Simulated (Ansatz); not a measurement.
## Response to strain in MoSi2

Consider MoSi2 (space group I4/mmm, No. 139; relaxed with 0.1 eV smearing).

```yaml
crystal:
  lattice:
    - [-1.59514, 1.59514, 3.91125]
    - [1.59514, -1.59514, 3.91125]
    - [1.59514, 1.59514, -3.91125]
  atoms:
    - { symbol: Mo, position: [0.00000, 0.00000, 0.00000] }
    - { symbol: Si, position: [0.33505, 0.33505, 0.00000] }
    - { symbol: Si, position: [0.66495, 0.66495, 0.00000] }
```

Cartesian axes are those of the cell as printed.

Strains are applied to the cell and any free atomic positions relax; under biaxial strain the out-of-plane vector relaxes too; under stress the whole cell relaxes.

Levels (all Ansatz, a quantum-chemistry and plane-wave program, PAW, earlier PAW set): PBEsol (420 eV, no SOC); r2SCAN (500 eV, no spin-orbit coupling); PBEsol+SOC (420 eV, noncollinear with spin-orbit coupling).

Pressures by level, all at the geometries relaxed with PBEsol:

```tsv
case	PBEsol	r2SCAN	PBEsol+SOC
base	0.0 GPa	1.5 GPa	0.0 GPa
biaxial strain −2.32 %, plane normal [001], relaxed out of plane	8.4 GPa	10.0 GPa	8.4 GPa
biaxial strain +0.97 %, plane normal [001], relaxed out of plane	-3.1 GPa	-1.7 GPa	-3.1 GPa
uniaxial strain ε_yy = +0.90 %	-1.9 GPa	-0.4 GPa	-1.8 GPa
uniaxial strain ε_zz = +2.72 %	-5.8 GPa	-4.5 GPa	-5.8 GPa
uniaxial stress, 1 GPa tension along x	-0.3 GPa	1.1 GPa	-0.3 GPa
```

Single points use the geometry relaxed with PBEsol. Their cutoffs differ, which shifts pressures a little. The spin-orbit shifts are approximate. Stability under load was not tested beyond the relaxation. The runs without spin-orbit coupling are not spin-polarised.
